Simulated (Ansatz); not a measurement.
Results of HSE06 in Ansatz (PAW) for ScAl₃N₄ (model structure, P-6m2, No. 187, 8 atoms in the cell).

Settings: plane-wave cutoff 460 eV, 9×9×4 k mesh (along the axes of the cell as run), Fermi–Dirac smearing 0.01 eV, scalar-relativistic PAW data made under PBE.

Cell (relaxed with PBEsol):

```
CELL_PARAMETERS angstrom
      3.43578     0.00000     0.00000
     -1.71789     2.97548     0.00000
      0.00000     0.00000     8.36511
ATOMIC_POSITIONS crystal
  Al 0.00000 0.00000 0.01000
  Al 0.33333 0.66667 0.25052
  N  0.00000 0.00000 0.25052
  N  0.33333 0.66667 0.48829
  Al 0.00000 0.00000 0.49105
  Sc 0.33333 0.66667 0.75052
  N  0.00000 0.00000 0.75052
  N  0.33333 0.66667 0.01275
```

Problem. Predict the band gap.

Solution. 
* **band gap**: 3.89 eV (on the SCF k mesh)

Note: the relaxation could raise the start's symmetry but not lower it, so the cell can be a saddle point; cell and atoms aren't relaxed at this level (largest force component 0.15 eV/Å, pressure -0.7 GPa).

Computed values are for the static lattice.

A model structure was made by putting elements into a prototype or built by hand; it is no filed structure, need not be a known phase, and can be a saddle point held by its symmetry.

Ansatz is a first-principles code.
